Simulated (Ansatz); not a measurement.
The starting structures come from a database of crystals and need not be the phases stable at ambient conditions.

 Where the default PAW files enter, the runs use the earlier of Ansatz's two default sets.

Tunnelling through a barrier is set by its complex band structure: the current falls as exp(−2κd) with the smallest κ.

Given:

```
CELL_PARAMETERS angstrom
      4.93645     0.00000     0.00000
     -0.04784     7.39588     0.00000
      0.04784    -2.95697     3.62294
ATOMIC_POSITIONS crystal
  Zn 0.25000 0.67636 0.17636
  Zn 0.75000 0.32364 0.82364
  W  0.25000 0.18113 0.18113
  W  0.75000 0.81887 0.81887
  O  0.93508 0.10643 0.88912
  O  0.06492 0.89357 0.11088
  O  0.56492 0.10643 0.32374
  O  0.43508 0.89357 0.67626
  O  0.40266 0.37611 0.11918
  O  0.59734 0.62389 0.88082
  O  0.09734 0.37611 0.63304
  O  0.90266 0.62389 0.36696
```

Space group of this cell: P2/c. The cell is taken as given; by r2SCAN its mean pressure is -2.5 GPa.

Transport runs along the normal of the first two printed cell vectors.

The gap is the functional's own. No spin-orbit coupling. Mid-gap values are interpolated on the energy grid.

Problem. Give the band gap and the smallest decay constant κ at mid-gap that r2SCAN run with Ansatz (a program for electronic structure) yields.

Solution. Gap 3.26 eV on a 6×8×8 mesh; κ = 0.405 1/Å, at (0.500, 0.500) of the in-plane reciprocal vectors. At the zone centre, at the nearest computed energy, the slowest state has κ = 0.45 1/Å.
